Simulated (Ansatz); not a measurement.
Take ZnS in the wurtzite structure (space group P6_3mc, No. 186; a = 3.7822 Å, c = 6.2077 Å) as the base. Axes: x lies along a and z along c of the hexagonal cell.

Level of theory: PBEsol (Ansatz, a program for electronic structure, PAW, without spin-orbit coupling).

Now apply this change: uniaxial strain ε_xx = +1.20 %, all other strain components held at zero; the atoms relax in the strained cell.

Task: Predict the stress tensor and what it implies for the stiffness.

Result: Stress of the strained cell less that of the base (GPa, compression positive):
```
  -1.48    0.00    0.00
   0.00   -0.69    0.00
   0.00    0.00   -0.54
```

Then −Δσ_ii/ε with ε = 0.0120 gives relaxed-ion elastic constants: C11 ≈ 123 GPa, C12 ≈ 58 GPa and C13 ≈ 45 GPa.

Stability against distortions was not tested.
